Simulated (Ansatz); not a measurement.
MgO under a change: biaxial strain −3.00 %, plane normal [001], relaxed out of plane

The reference is MgO in the rock salt structure (space group Fm-3m, No. 225; a = 4.2044 Å). Axes: x, y, z lie along the cube axes.

Modification: biaxial strain −3.00 %, plane normal [001], relaxed out of plane (Cartesian); in-plane vectors clamped, the third vector and the atoms free.

Calculations: DFT with r2SCAN, PAW potentials and a 500 eV plane-wave cutoff in Ansatz (a quantum-chemistry and plane-wave program), without spin-orbit coupling. Settings: 13×13×13 k-points, 0.05 eV Fermi–Dirac smearing.

The volume per atom falls by 0.38 Å³ to 8.91 Å³ and the energy goes up by 20 meV/atom. The pressure (mean of the normal stresses, compression positive) goes from zero to 8.42 GPa and the band gap grows by 0.351 eV, from 5.68 eV to 6.04 eV. The gap character is still direct at Γ and the electron mass becomes 0.35 mₑ out of plane, 0.39 mₑ in plane (at Γ) (base: 0.36 mₑ (at Γ)). The hole mass amounts to 0.39 mₑ out of plane, 2.2 mₑ in plane (at Γ) and the valence-band top at Γ (three highest levels, from the VBM) changes from 0.00, 0.00, 0.00 eV to 0.00, -0.09, -0.09 eV. The out-of-plane strain is +1.99 % and the ratio −ε⊥/ε∥ is 0.66.

Cost of the whole job for the changed cell (relaxation, final SCF and bands): roughly 24 core-seconds.

Effective masses come from finite differences of ±0.01 Å⁻¹. Whether these cells are dynamically stable was not tested. Labels are those of the standard path for the cell's own space group.
